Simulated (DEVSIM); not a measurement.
Structure: abrupt GaAs n-p junction, at 350 K.

```csv
layer (left to right),material,thickness (μm),Nd (cm⁻³),Na (cm⁻³),τn (s),τp (s)
1,GaAs,3.10,2.7e17,-,2.3e-9,2.3e-9
2,GaAs,2.20,-,4.6e16,2.3e-9,2.3e-9
```

Left contact: ohmic. Right contact: ohmic. Voltage is applied to the left contact. Recombination: SRH at mid-gap. Mobility is μmin + (μ − μmin)/(1 + (N/Nref)^α).

The device is made up for the run: typed textbook-type constants, with dimensions and the other settings drawn at random. Values at 300 K; Nc and Nv go as T^1.5, mobilities as T to minus their exponent, the gap by Varshni's rule with the affinity fixed.

| parameter | GaAs |
|---|---|
| gap (eV) | 1.424 |
| affinity (eV) | 4.07 |
| permittivity | 12.9 |
| Nc (cm⁻³) | 4.7e17 |
| Nv (cm⁻³) | 9e18 |
| μn (cm²/Vs) | 8500 |
| μp (cm²/Vs) | 400 |
| μn,min | 500 |
| μp,min | 20 |
| Nref,n | 6e16 |
| Nref,p | 1.5e17 |
| αn | 0.39 |
| αp | 0.38 |
| T exponent of μn | 2.1 |
| T exponent of μp | 2.2 |
| Varshni α (eV/K) | 0.000541 |
| Varshni β (K) | 204 |

DEVSIM, 1D drift-diffusion, Boltzmann statistics, complete ionisation; no tunnelling, impact ionisation, image-force lowering or self-heating.

Problem. Give the dark forward current.

Solution. 
| V (V) | J (A/cm²) |
|---|---|
| -0.05 | -1.3e-8 |
| -0.10 | -4.0e-8 |
| -0.15 | -1.0e-7 |
| -0.20 | -2.5e-7 |
| -0.25 | -5.9e-7 |
| -0.30 | -1.4e-6 |
| -0.35 | -3.4e-6 |
| -0.40 | -8.0e-6 |
| -0.45 | -1.9e-5 |
| -0.50 | -4.7e-5 |
| -0.55 | -0.00012 |
| -0.60 | -0.00030 |
| -0.65 | -0.00083 |
| -0.70 | -0.0026 |
| -0.75 | -0.0092 |
| -0.80 | -0.037 |
| -0.85 | -0.17 |
| -0.90 | -0.82 |
| -0.95 | -4.1 |
| -1.00 | -21 |
| -1.05 | -100 |
| -1.10 | -460 |
| -1.15 | -1600 |
| -1.20 | -4200 |
